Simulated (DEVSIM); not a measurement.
# Schottky contact on p-type Si

Device: Schottky contact on p-type Si, at 250 K.

| layer (left to right) | material | thickness (μm) | Na (cm⁻³) | τn (s) | τp (s) |
|---|---|---|---|---|---|
| 1 | Si | 0.660 | 6.4e16 | 0.00066 | 0.00066 |
| 2 | Si | 16.0 | 8.8e17 | 0.00066 | 0.00066 |

Left contact: Schottky, work function 4.344 eV, emission velocity 2e6 cm/s. Right contact: ohmic. Voltage is applied to the left contact. Recombination: SRH at mid-gap. Mobility is constant in doping.

This is a model device: material constants are rounded textbook-type values typed into the input, and sizes, dopings and lifetimes were drawn at random. Values at 300 K; Nc and Nv go as T^1.5, mobilities as T to minus their exponent, the gap by Varshni's rule with the affinity fixed.

```
parameter               Si
----------------  --------
gap (eV)             1.124
affinity (eV)         4.05
permittivity          11.7
Nc (cm⁻³)          2.86e19
Nv (cm⁻³)           3.1e19
μn (cm²/Vs)           1417
μp (cm²/Vs)            470
T exponent of μn       2.3
T exponent of μp       2.2
Varshni α (eV/K)  0.000473
Varshni β (K)          636
```

Simulated with DEVSIM: 1D drift-diffusion, Boltzmann statistics, complete ionisation; no tunnelling, impact ionisation, image-force lowering or self-heating. Metal contacts follow the ideal Schottky-Mott rule: no Fermi-level pinning, no interface dipoles.

```json
{
 "potential_step_across_the_device_at_zero_bias": "0.771 V",
 "Dark forward voltage at 1 A/cm²": "0.502 V",
 "Dark forward voltage at 100 A/cm²": "0.605 V"
}
```

Dark forward current:

| V (V) | J (A/cm²) |
|---|---|
| -0.05 | -7.1e-10 |
| -0.10 | -8.0e-9 |
| -0.15 | -8.2e-8 |
| -0.20 | -8.3e-7 |
| -0.25 | -8.5e-6 |
| -0.30 | -8.6e-5 |
| -0.35 | -0.00088 |
| -0.45 | -0.090 |
| -0.50 | -0.91 |
| -0.55 | -9.1 |
| -0.60 | -84 |
| -0.65 | -510 |
| -0.70 | -1500 |
| -0.75 | -3000 |

Dark reverse current:

```tsv
V (V)	J (A/cm²)
0.10	7.7e-11
0.25	7.8e-11
0.50	7.8e-11
0.75	7.9e-11
1.00	7.9e-11
1.50	7.9e-11
2.00	7.9e-11
2.50	7.9e-11
```
